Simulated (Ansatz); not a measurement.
Pt under a change: uniaxial strain ε_yy = +0.45 %

Take Pt in the fcc (Cu type) structure (space group Fm-3m, No. 225; a = 3.942 Å; relaxed with 0.1 eV smearing) as the base. Axes: x, y, z lie along the cube axes.

One thing is altered: uniaxial strain ε_yy = +0.45 %, all other strain components held at zero; the atoms relax in the strained cell.

Method: r2SCAN (Ansatz, a quantum-chemistry and plane-wave program, PAW, without spin-orbit coupling), earlier PAW set. Settings: 29×29×29 k-points, 0.1 eV Fermi–Dirac smearing.

| quantity | base | changed | shift |
|---|---|---|---|
| volume per atom | 15.31 Å³ | 15.38 Å³ | +0.07 Å³ |
| space group | Fm-3m (No. 225) | I4/mmm (No. 139) | – |
| energy relative to the base (free energy F) | 0 meV/atom | +0.3 meV/atom | +0.3 meV/atom |
| pressure (mean of the normal stresses, compression positive) | 0.0 GPa | -1.2 GPa | -1.2 GPa |
| band gap | zero | zero | – |
| stress (xx, yy, zz, yz, xz, xy; compression positive) | – | (-1.1, -1.5, -1.1, 0.0, 0.0, 0.0) GPa | – |

Final structure:

```yaml
crystal:
  lattice:
    - [0.00000, 1.97963, 1.97076]
    - [1.97076, 0.00000, 1.97076]
    - [1.97076, 1.97963, 0.00000]
  atoms:
    - { symbol: Pt, position: [0.00000, 0.00000, 0.00000] }
```

Stability against distortions was not tested. The final runs are not spin-polarised.
